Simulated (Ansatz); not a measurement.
Input and output of a self-consistent single point for a (100) slab of HfC (cut from a parent of space group no. 225; 8 atoms in the cell) (Ansatz, a first-principles code).

Method of the run: LDA (PW92), default PAW files made with PBE (plane waves; Ansatz).

```yaml
crystal:
  lattice:
    - [3.29738, 0.00000, 0.00000]
    - [-3.29738, 3.29738, 0.00000]
    - [0.00000, 0.00000, 20.99480]
  atoms:
    - { symbol: C, position: [0.00000, 0.00000, 0.33342] }
    - { symbol: C, position: [0.00000, 0.50000, 0.44447] }
    - { symbol: C, position: [0.00000, 0.00000, 0.55553] }
    - { symbol: C, position: [0.00000, 0.50000, 0.66658] }
    - { symbol: Hf, position: [0.00000, 0.00000, 0.44447] }
    - { symbol: Hf, position: [0.00000, 0.50000, 0.33342] }
    - { symbol: Hf, position: [0.00000, 0.00000, 0.66658] }
    - { symbol: Hf, position: [0.00000, 0.50000, 0.55553] }
```

Reference input (self-consistent single point, DFT, LDA (PW92), plane waves, default PAW files made with PBE): basis.ecutwfc = 30.9 Ry; kpoints.mp_grid.grid = 13 13 1; hamiltonian.xc = lda; hamiltonian.pseudopotentials = {kind: paw} (the program's default PAW files); scf.occupations.method = fermi_dirac; scf.occupations.width = 0.0073 Ry. This run's input differs from it in these lines:

Ansatz 0.2 input:
```diff
@@ -15,3 +15,3 @@
 basis:
-  ecutwfc: 30.9 Ry
+  ecutwfc: 18.4 Ry
 kpoints:
```

Output, abridged:

```
SCF iter   1: F=—  HF=-62879.349898 eV  |F-HF|=—  |Δ(HF+E_count)|=         —  Δρ=1.61e-2  dr2=4.75e-1  ethr=1.77e-3  ⟨swp⟩=4.2  Hψ=6460  notcnv=0  defer=32
all-band conjugate gradients solve this SCF's bands
preconditioner: auto → LDOS
SCF iter   2: F=—  HF=-62878.607778 eV  |F-HF|=—  |Δ(HF+E_count)|=   7.42e-1  Δρ=1.86e-2  dr2=5.78e-1  ethr=3.96e-4  ⟨swp⟩=3.6  Hψ=5478  notcnv=0  defer=93
   [... lines left out ...]
SCF iter   5: F=—  HF=-62878.181279 eV  |F-HF|=—  |Δ(HF+E_count)|=   6.52e-4  Δρ=1.00e-4  dr2=2.44e-5  ethr=2.73e-6  ⟨swp⟩=2.3  Hψ=2633  notcnv=0  defer=92
SCF iter   6: F=—  HF=-62878.181271 eV  |F-HF|=—  |Δ(HF+E_count)|=   8.05e-6  Δρ=4.07e-5  dr2=3.88e-6  ethr=2.03e-8  ⟨swp⟩=2.9  Hψ=3878  notcnv=0  defer=92
SCF iter   7: F=—  HF=-62878.181271 eV  |F-HF|=—  |Δ(HF+E_count)|=   3.53e-7  Δρ=7.97e-6  dr2=2.25e-7  ethr=3.23e-9  ⟨swp⟩=2.0  Hψ=3494  notcnv=0  defer=92
SCF iter   8: F=-62878.181271 eV  HF=-62878.181271 eV  |F-HF|=1.04e-8  |Δ(HF+E_count)|=   4.43e-8  Δρ=2.52e-6  dr2=2.19e-8  ethr=8.33e-11  ⟨swp⟩=11.7  Hψ=8071  notcnv=0
SCF 1 converged in 8 iterations: F = -62878.181271 eV  dr2 = 2.19e-8
Free energy (F): -62878.181271 eV
Internal energy: -62878.137363 eV  (E = F + TS)
E sigma→0 (E₀):  -62878.159317 eV
Entropy (-TS):   -0.043907 eV (-5.488 meV/atom)
Fermi energy:    6.533709 eV
--- Forces (eV/Å), atoms counted from 1 ---
  atom   1  C      0.00000000    -0.00000000    -0.29020515
  atom   2  C     -0.00000000     0.00000000    -0.52045766
  atom   3  C     -0.00000000    -0.00000000     0.52045766
  atom   4  C      0.00000000    -0.00000000     0.29020515
  atom   5  Hf     0.00000000     0.00000000     0.17948372
  atom   6  Hf    -0.00000000     0.00000000     1.85432991
  atom   7  Hf    -0.00000000     0.00000000    -1.85432991
  atom   8  Hf     0.00000000     0.00000000    -0.17948372
--- Stress (GPa, compression-positive) ---
       -9.628990       0.000000       0.000000
        0.000000      -9.628990       0.000000
        0.000000       0.000000      -7.302426
  P = ⅓ Tr σ = -8.8535 GPa (-88.535 kbar)
  The stress holds the Pulay correction. Without it, at fixed plane waves, as pw.x and ABINIT print it: P = -32.3570 GPa
```

The run converged in 8 iterations. Against the reference run the free energy goes up by 742 meV/atom and the largest force goes from 1.812 to 1.854 eV/Å.

The starting cell has typed, rounded lattice constants, without a prior relaxation at this level. The slab is cut from that crystal, and its faces are unrelaxed. Its lattice was rescaled by up to half a per cent. Spin-orbit coupling is off. Spin polarisation is off, though cut faces can carry moments; the slab shows no gap. Forces in this geometry exceed 1 eV/Å. The cutoff lies below the one recommended for these files.
